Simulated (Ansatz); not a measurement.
Structure of amorphous B₃₂N₃₆Si₃ (periodic cell):

```xyz
71
Lattice="9.1119 0.0000 0.0000 0.0000 9.1119 0.0000 0.0000 0.0000 9.1119" Properties=species:S:1:pos:R:3 pbc="T T T"
B      6.9672     7.6160     1.0915
B      6.0888     6.6860     7.8658
B      6.0432     0.5317     3.6856
B      4.6998     8.6915     1.8731
B      4.3545     7.1076     0.9553
B      1.6659     8.8389     4.4331
B      3.9097     4.9835     6.2180
B      8.7953     7.3785     3.0674
B      5.8963     3.9685     1.7269
B      7.9531     0.5218     2.0998
B      8.0017     8.0829     7.8316
B      3.2758     5.5734     4.4937
B      0.6246     2.0387     4.4180
B      6.6935     4.0365     7.6419
B      3.8460     5.2104     2.2722
B      1.2598     5.2816     2.7080
B      0.4689     0.5907     0.1500
B      9.0552     4.1052     7.4203
B      4.3276     8.9955     4.3196
B      5.4390     4.2911     4.0844
B      7.4329     2.5122     3.7707
B      2.7391     2.0143     0.0289
B      1.5162     5.8831     6.4281
B      7.7082     3.6463     5.3438
B      8.9366     7.7155     5.6295
B      1.0261     3.7102     0.5294
B      5.1636     2.2935     8.8670
B      8.5294     4.6901     2.1239
B      3.0593     0.0564     8.9244
B      1.2286     8.0334     7.5819
B      6.2692     8.2563     6.0168
B      2.3685     4.0187     7.7327
N      6.5382     3.4510     4.4743
N      5.2957     7.4806     6.8432
N      7.3564     3.8824     1.6948
N      9.0161     5.9085     2.8809
N      5.9810     5.2242     8.0778
N      2.2829     3.4047     9.0277
N      2.6854     5.4504     3.1919
N      5.6983     8.9994     4.9330
N      4.0135     1.4482     8.6905
N      1.4780     1.0994     4.2212
N      3.7996     5.7581     0.8864
N      5.1169     4.6498     2.7403
N      6.5109     2.6118     8.2155
N      3.7374     4.2438     7.3952
N      7.0798     7.4312     8.7167
N      0.4083     7.9303     4.2869
N      4.9803     3.3359     0.7913
N      8.0205     8.1322     2.0921
N      4.7402     0.4410     3.0045
N      4.5163     4.9530     4.9537
N      0.1547     8.6872     8.2903
N      7.6994     8.1076     6.3461
N      8.6886     2.9242     4.4839
N      8.4557     1.2416     0.9514
N      9.0112     3.5834     8.7288
N      0.7881     4.1971     1.8294
N      7.2139     1.2217     3.1578
N      7.8235     4.1515     6.6581
N      1.8585     0.9239     0.2860
N      0.7449     7.0678     6.5889
N      2.8792     6.0511     5.8936
N      2.6433     8.2695     7.7337
N      3.1270     8.5025     4.9007
N      1.2474     4.5835     6.9726
N      5.6322     7.5007     1.6002
N      3.7067     8.3704     0.8900
Si     7.7543     2.7126     0.3517
Si     3.5735     7.7088     6.4196
Si     4.4986     4.6370     8.9036
```

Calculation: PBE, scalar-relativistic without spin-orbit coupling (plane waves to 420 eV, PAW; Ansatz, a quantum-chemistry and plane-wave program).

A CHGNet melt-quench gave the starting glass, which DFT then relaxed. N atoms were pushed apart under 1.9 Å during the dynamics, to hinder bonds among them. The hot cell started wider than the set density and was brought back towards it in steps. It is the lowest in DFT energy of 2 quenches. It is a model cell: composition and starting density were chosen by hand, and all elements were melted together. No dispersion term was used. Its density started from a set value of 2.05 and ended at 2.05 g/cm³. Cooling (nominally 580 K/ps over its main leg) ran many orders faster than in experiment, which tends to leave more defects and strain. A cell of this size samples the disorder only roughly. The volume was held where the preparation left it, at a PBE pressure of 0.1 GPa. Stress components on the final sampling reach 3.3 GPa.

Neighbours within B-B 1.97 Å, B-N 1.82 Å, B-Si 2.28 Å, N-N 1.70 Å, N-Si 2.18 Å, Si-Si 2.60 Å count as bonded. Two cations that share two anions don't count as bonded, nor two that share one unless they lie closer than B-B 1.80 Å, B-Si 2.09 Å, Si-Si 2.38 Å.

Question: Give the coordination numbers, mean bond lengths and angles.

Answer: 
```json
{
  "Mean coordination of B by anions": "3.00 (1 with 2, 30 with 3, 1 with 4)",
  "Mean coordination of N": "3.00 (1 with 2, 34 with 3, 1 with 4)",
  "Mean coordination of Si by anions": "4.00 (3 with 4)",
  "Mean B-N bond": "1.470 Å (spread 0.050 Å, 96 counted)",
  "Mean N-Si bond": "1.760 Å (spread 0.051 Å, 12 counted)",
  "Bond angle at B": "mean 119.6°, spread 12.8°",
  "Bond angle at N": "mean 116.7°, spread 16.6°",
  "Bond angle at Si": "mean 109.1°, spread 8.3°"
}
```

Question: Which atoms depart from the most common coordination of their element?

Answer: B13 has 2 (N42 1.28 Å, N55 1.37 Å); B29 has 4 (N68 1.49 Å, N64 1.55 Å, N61 1.56 Å, N41 1.70 Å); N42 has 2 (B13 1.28 Å, B6 1.40 Å); N63 has 4 (B23 1.47 Å, B7 1.52 Å, B12 1.53 Å, Si70 1.87 Å).

Question: List the pairs of like atoms that count as bonded by the rules above.

Answer: There are none by these rules.

Question: What Bader charges do the atoms carry, from a run on the zone centre alone?

Answer: Means (range): B +2.21 e (+2.15 to +2.25), N -2.22 e (-2.30 to -2.10), Si +3.08 e (+3.06 to +3.10).
```csv
atom,charge (e)
B1,+2.19
B2,+2.22
B3,+2.24
B4,+2.20
B5,+2.19
B6,+2.19
B7,+2.23
B8,+2.19
B9,+2.22
B10,+2.20
B11,+2.21
B12,+2.18
B13,+2.15
B14,+2.17
B15,+2.21
B16,+2.19
B17,+2.22
B18,+2.23
B19,+2.19
B20,+2.24
B21,+2.19
B22,+2.20
B23,+2.25
B24,+2.21
B25,+2.20
B26,+2.25
B27,+2.18
B28,+2.17
B29,+2.22
B30,+2.20
B31,+2.21
B32,+2.21
N33,-2.22
N34,-2.21
N35,-2.21
N36,-2.15
N37,-2.23
N38,-2.24
N39,-2.20
N40,-2.23
N41,-2.10
N42,-2.12
N43,-2.28
N44,-2.19
N45,-2.20
N46,-2.29
N47,-2.19
N48,-2.19
N49,-2.28
N50,-2.19
N51,-2.22
N52,-2.21
N53,-2.22
N54,-2.20
N55,-2.25
N56,-2.25
N57,-2.27
N58,-2.21
N59,-2.26
N60,-2.23
N61,-2.19
N62,-2.26
N63,-2.30
N64,-2.23
N65,-2.21
N66,-2.22
N67,-2.17
N68,-2.19
Si69,+3.08
Si70,+3.06
Si71,+3.10
```
